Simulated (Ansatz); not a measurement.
Consider CdTe in the zinc blende structure (space group F-43m, No. 216; a = 6.558 Å). Axes: x, y, z lie along the cube axes.

Method: r2SCAN (Ansatz, a quantum-chemistry and plane-wave program, PAW, without spin-orbit coupling).

For the base:

| Item | Result |
|---|---|
| Valence-band top at Γ | 0.00, 0.00, 0.00 eV |
| Band gap | 1.17 eV |
| Shortest interatomic distance | 2.840 Å |

The change: a free-standing slab of 3 layers (6 atoms, 2 a layer) is cut normal to [110], with 15 Å of vacuum and the in-plane cell held at bulk.

Question: What happens to the excess energy per area of both faces?

Answer: The excess energy per area of both faces (slab less bulk energy over the cell's area: twice a surface energy) comes out as 0.58 J/m².

Question: What does the calculation give for the valence-band top at Γ after the change?

Answer: The valence-band top at Γ (three highest levels, from the VBM) changes from 0.00, 0.00, 0.00 eV to 0.00, -0.52, -0.57 eV.

Question: What does the calculation give for the band gap after the change?

Answer: The band gap grows by 0.746 eV to 1.91 eV.

Question: Predict the new shortest interatomic distance.

Answer: The shortest interatomic distance falls by 0.065 Å to 2.775 Å.

Question: How does this affect the gap character?

Answer: The gap character comes out as direct at Γ.

The excess energy carries the mismatch between the slab's and the bulk's meshes. Spin-orbit coupling, missing from the scalar runs, can matter with Te. Whether these cells are dynamically stable was not tested. Labels are those of the standard path for the cell's own space group.
